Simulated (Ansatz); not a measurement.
AlC₆ (model structure, P6/mmm, No. 191, 7 atoms in the cell)

All values below come from PBEsol (Ansatz, a first-principles code, plane waves, PAW).

Settings: plane-wave cutoff 520 eV, 18×18×12 k mesh (along the axes of the cell as run), Fermi–Dirac smearing 0.05 eV, scalar-relativistic PAW data made under PBE.

Cell (relaxed at this level):

AlC6 is taken in the hexagonal space group P6/mmm (No. 191), Pearson symbol hP7. Conventional cell: a = b = 4.2684 Å, c = 5.4263 Å, α = β = 90.00°, γ = 120.00°. C on 6j is surrounded by 3 C at 1.421–1.424 Å (trigonal planar). Al on 1b is surrounded by no neighbour by this rule. (Neighbours: up to the widest gap in distance over summed covalent radii, below 1.35, at either atom; cation-cation and far metal-metal contacts left out.)

```
Property  Value
--------  -----
band gap   none
```

Note: the relaxation could raise the start's symmetry but not lower it, so the cell can be a saddle point; the cell has widely spaced layers and the level no dispersion term, so their spacing and the moduli can rest on weak binding.

The computed numbers hold no vibrational or temperature effects.

Cost on a shared machine: around 2.3 core-minutes (rough).

A model structure was made by putting elements into a prototype or built by hand; it is no filed structure, need not be a known phase, and can be a saddle point held by its symmetry.
